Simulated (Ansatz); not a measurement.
Start from Nb in the bcc (W type) structure (space group Im-3m, No. 229; relaxed with 0.1 eV smearing).

```
Nb
1.0
   -1.63645     1.63645     1.63645
    1.63645    -1.63645     1.63645
    1.63645     1.63645    -1.63645
Nb
1
Direct
  0.00000   0.00000   0.00000
```

All numbers come from Ansatz (a first-principles code) PBEsol, no spin-orbit coupling, earlier PAW set.

For the base:

- Pressure = 0.0 GPa

The change: an isotropic linear strain of +1.62 %; the atoms relax in the strained cell.

Q: Estimate the effect on the energy relative to the base.

A: The energy grows by 22 meV/atom.

Q: What does the calculation give for the pressure after the change?

A: The pressure goes from zero to -8.0 GPa.

No phonon test of stability was made. The final runs are not spin-polarised.
